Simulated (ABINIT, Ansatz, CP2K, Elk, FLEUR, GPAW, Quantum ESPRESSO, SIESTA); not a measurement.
Sr2SeS (R-3m, 4 atoms in the cell) computed with different codes at matched settings

Self-consistent single point.

```
Sr2SeS
1.0
    2.20603     1.27365     7.21334
   -2.20603     1.27365     7.21334
    0.00000    -2.54731     7.21334
Sr Se S
2 1 1
Direct
  0.24718   0.24718   0.24718
  0.75282   0.75282   0.75282
  0.00000   0.00000   0.00000
  0.50000   0.50000   0.50000
```

All programs got the same cell, k-point mesh and kind of occupations (in Ansatz's words: kpoints.mp_grid.grid = 5 5 5; scf.occupations.method = fermi_dirac; scf.occupations.width = 0.0037 Ry); potentials, basis and cutoffs are each program's usual ones.

```
code                                                                                                                                      model  pressure (GPa)  largest force (eV/Å)  gap on the mesh (eV)  k-points           cutoff
----------------  -----------------------------------------------------------------------------------------------------------------------------  --------------  --------------------  --------------------  --------  ---------------
Quantum ESPRESSO                                                                           PBEsol, GBRV 1.5 ultrasoft (PBESOL) pseudopotentials           -3.25                 0.013                 2.375        19            40 Ry
SIESTA            GGA PBEsol, numerical atomic orbitals DZP, PseudoDojo PBEsol standard norm-conserving potentials (rewritten from UPF to PSML)            0.32                 0.087                 2.461        63      grid 300 Ry
GPAW                                                                                      PBEsol, GPAW PAW datasets PBEsol (made by gpaw-setup)           -3.08                 0.016                 2.396        19           550 eV
CP2K                                                                 PBEsol, GPW, DZVP-MOLOPT-SR-GTH basis, GTH-PBE potentials (GTH_POTENTIALS)           -2.67                 0.015                 2.737        63      grid 500 Ry
FLEUR                                                                           PBEsol, all-electron FLAPW (FLEUR), scalar-relativistic valence               –                     –                 2.428        19  Kmax 3.8 1/bohr
ABINIT                                                           PBEsol, norm-conserving pseudopotentials (PseudoDojo nc-sr-04 PBEsol standard)           -3.25                 0.016                 2.378        19          1170 eV
Elk                                                             PBEsol, all-electron FP-LAPW, Elk's shipped species files, default APW+lo basis               –                     –                 2.418        19          default
Ansatz                                                                                                          PBEsol, PAW files made with PBE           -3.23                 0.016                 2.374        19          30.9 Ry
```

A dash marks a value that a program does not give, or that is left out as unsure.

Gaps are read on the mesh. Another mesh or the band path gives a smaller gap, so these values are not converged in the mesh.

The spread over the programs that give each value: pressure within 3.57 GPa; largest force within 0.074 eV/Å; gap on the mesh within 0.363 eV.

The starting cell comes from a database of computed structures (which also holds hypothetical and non-ambient phases and stackings), without a prior relaxation at this level. Its lattice was rescaled by a random factor within 2.5 % of one. On Ansatz's run: In the base run, with a pressure of about -3 GPa the cell is away from its equilibrium volume at this level. Another mesh or the band path of this cell gives a smaller gap, so this value is not converged in the mesh.

Q: Why do the programs differ, and what cannot be compared?

A: Differences of this kind can come from the potentials, where these differ, and from what each basis and cutoff leave unconverged. The valence holds different numbers of electrons (Quantum ESPRESSO 32, SIESTA 42, GPAW 32, CP2K 32, FLEUR 42, ABINIT 42, Ansatz (a first-principles code) 42). The zero of total energies and Fermi levels follows the potentials and each program's conventions, so they are not compared here. SIESTA and CP2K use small atom-centred bases, whose incompleteness enters pressures, forces and empty levels differently from a plane-wave cutoff. FLEUR and Elk treat all electrons, but the usual bases taken here (sphere radii, linearisation, local orbitals, empty states) were not tested for convergence, so the values are no reference for the others. Ansatz's pressure is given at a fixed set of plane waves, as the other plane-wave codes print theirs. Ansatz's smearing width was typed in Ry to four decimals, so it matches the others to a few per cent. The programs reduce the same mesh by symmetry to different extents, which changes the work and not the result. In the pressure, SIESTA (by 3.55) lies more than 1 GPa from the median of the plane-wave programs. In the gap, CP2K (by 0.361) lies more than 0.12 eV from the median of the plane-wave programs.

Keys are those of Ansatz 0.2.
